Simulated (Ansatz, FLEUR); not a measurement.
An Ansatz (a quantum-chemistry and plane-wave program) input for a self-consistent single point of Li (Im-3m, 1 atom in the cell) (DFT, PBEsol, plane waves, default PAW files made with PBE):

Ansatz 0.2 input:
```yaml
crystal:
  lattice:
    - [-1.680963, 1.680963, 1.680963]
    - [1.680963, -1.680963, 1.680963]
    - [1.680963, 1.680963, -1.680963]
  atoms:
    - { symbol: Li, position: [0.000000, 0.000000, 0.000000] }
kpoints:
  mp_grid: { grid: [11, 11, 11] }
hamiltonian:
  xc: pbesol
  pseudopotentials: { kind: paw }
scf:
  occupations: { method: gaussian, width: 0.01 Ry }
output:
  forces: true
  eigenvalues: true
  stress: true
```

Translate this input to FLEUR.

One input that does it (others would too):

Input of the input generator:

```
scf Li
&input film=f /
-1.6809630000 1.6809630000 1.6809630000
1.6809630000 -1.6809630000 1.6809630000
1.6809630000 1.6809630000 -1.6809630000
1.8897261246
1.0 1.0 1.0

1
3 0.0000000000 0.0000000000 0.0000000000

&comp jspins=1 /
&exco xctyp='PBEs' /
&kpt div1=11 div2=11 div3=11 /
&end /
```

```xml
<?xml version="1.0" encoding="UTF-8" standalone="no"?>
<fleurInput fleurInputVersion="0.39">
   <comment>
      scf Li                                                                                              
   </comment>
   <calculationSetup>
      <cutoffs Kmax="4.0" Gmax="20.0" GmaxXC="20.0" numbands="0"/>
      <scfLoop itmax="60" minDistance="0.00001" maxIterBroyd="15" imix="Anderson" alpha="0.05" precondParam="0.0" spinf="2.0"/>
      <coreElectrons ctail="T" frcor="F" kcrel="0" coretail_lmax="0"/>
      <xcFunctional name="PBEs" relativisticCorrections="F"/>
      <magnetism jspins="1"/>
      <soc l_soc="F" theta="0.0" phi="0.0" spav="F"/>
      <expertModes spex="0" secvar="F"/>
      <geometryOptimization l_f="T" forcealpha="1.0" forcemix="BFGS" epsdisp="0.00001" epsforce="0.00001"/>
      <ldaU l_linMix="F" mixParam="0.05" spinf="1.0"/>
   </calculationSetup>
   <cell>
      <bzIntegration valenceElectrons="3.0" mode="gauss" fermiSmearingEnergy="0.00499791">
         <kPointListSelection listName="default-1"/>
         <!-- k-points included here -->
         <xi:include xmlns:xi="http://www.w3.org/2001/XInclude" href="kpts.xml"> </xi:include>
      </bzIntegration>
      <!-- symmetry operations included here -->
      <xi:include xmlns:xi="http://www.w3.org/2001/XInclude" href="sym.xml"> </xi:include>
      <bulkLattice scale="1.0">
         <bravaisMatrix>
            <row-1>   -3.1765596955859894     3.1765596955859894     3.1765596955859894</row-1>
            <row-2>    3.1765596955859894    -3.1765596955859894     3.1765596955859894</row-2>
            <row-3>    3.1765596955859894     3.1765596955859894    -3.1765596955859894</row-3>
         </bravaisMatrix>
      </bulkLattice>
   </cell>
   <atomSpecies>
      <species name="Lithium (Li)" element="Li" atomicNumber="3">
         <mtSphere radius="2.54" gridPoints="843" logIncrement="0.012"/>
         <atomicCutoffs lmax="7" lnonsphr="5"/>
         <electronConfig flipSpins="F">
            <coreConfig></coreConfig>
            <valenceConfig>(1s1/2) (2s1/2)</valenceConfig>
            <stateOccupation state="(2s1/2)" spinUp="0.5" spinDown="0.5"/>
         </electronConfig>
         <energyParameters s="2" p="2" d="3" f="4"/>
         <lo type="SCLO" l="0" n="1" eDeriv="0"/>
         <lo type="SCLO" l="1" n="2" eDeriv="2"/>
         <lo type="SCLO" l="2" n="3" eDeriv="2"/>
      </species>
   </atomSpecies>
   <atomGroups>
      <atomGroup species="Lithium (Li)">
         <relPos label="                   1">.0000000000 .0000000000 .0000000000</relPos>
         <force calculate="T" relaxXYZ="TTT"/>
      </atomGroup>
   </atomGroups>
   <output dos="F" band="F" slice="F">
      <checks vchk="F" cdinf="F"/>
      <bandDOS minEnergy="-.5*Htr" maxEnergy="0.5*Htr" sigma="0.015" storeEVData="T"/>
      <vacuumDOS vacdos="F" integ="F" star="F" nstars="0" locx1="0.0" locy1="0.0" locx2="0.0" locy2="0.0" nstm="0" tworkf="0.0"/>
      <unfoldingBand unfoldBand="F" supercellX="1" supercellY="1" supercellZ="1"/>
      <plotting iplot="0" polar="F">
         <plot TwoD="T" vec1="  1.0  0.0  0.0" vec2="  0.0  1.0  0.0" vec3="  0.0  0.0  1.0" zero="  0.0  0.0  0.0" file="plot"/>
      </plotting>
      <chargeDensitySlicing numkpt="0" minEigenval="0.0" maxEigenval="0.0" nnne="0" pallst="F"/>
      <specialOutput eonly="F"/>
      <magneticCircularDichroism mcd="F" energyLo="-10.0" energyUp="0.0"/>
   </output>
  <!-- We include the file relax.xml here to enable relaxations (see documentation) -->
  <xi:include xmlns:xi="http://www.w3.org/2001/XInclude" href="relax.xml"> <xi:fallback/> </xi:include>
</fleurInput>
```

Basis settings and potentials, where a program has them, do not carry over. This input uses DFT, PBEsol, all-electron FLAPW (FLEUR), scalar-relativistic valence. The width in Ry is rounded to four decimals.

The starting cell comes from a database of computed structures (which also holds hypothetical and non-ambient phases and stackings), without a prior relaxation at this level. Its lattice was rescaled by a random factor within 2.5 % of one.
